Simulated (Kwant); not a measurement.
Model: Hückel tight-binding model, one pz orbital an atom, one spin, coherent transport at 0 K (Kwant). Conductance is in e²/h.

Model system: π system c1ccc2nc3ccccc3nc2c1 between two chain leads. The π system is taken as planar. Atoms are numbered from 0 in the order of the SMILES. Site energies (eV, carbon 0): [0.0, 0.0, 0.0, 0.0, -1.5, 0.0, 0.0, 0.0, 0.0, 0.0, 0.0, -1.5, 0.0, 0.0]. Bonds (i, j, β in eV): (0,1,-3) (1,2,-3) (2,3,-3) (3,4,-3) (4,5,-3) (5,6,-3) (6,7,-3) (7,8,-3) (8,9,-3) (9,10,-3) (10,11,-3) (11,12,-3) (12,13,-3) (13,0,-3) (12,3,-3) (10,5,-3). Leads: chains of hopping −4.5 eV, joined by −1.5 eV to atoms 2 and 13.

Site energies and bond integrals are typed Hückel values.

Sweep values stay those of the base run.

One input was changed, with this effect: transmission at E = 0 0.074 → 0.012.

Question: Which change was it?
A. contacts moved from atoms [2, 13] to [2, 6]
B. contacts moved from atoms [2, 13] to [0, 8]
C. contacts moved from atoms [2, 13] to [0, 1]
D. contacts moved from atoms [2, 13] to [0, 13]
E. contacts moved from atoms [2, 13] to [2, 9]
F. contacts moved from atoms [2, 13] to [0, 2]

Answer: E, contacts moved from atoms [2, 13] to [2, 9]
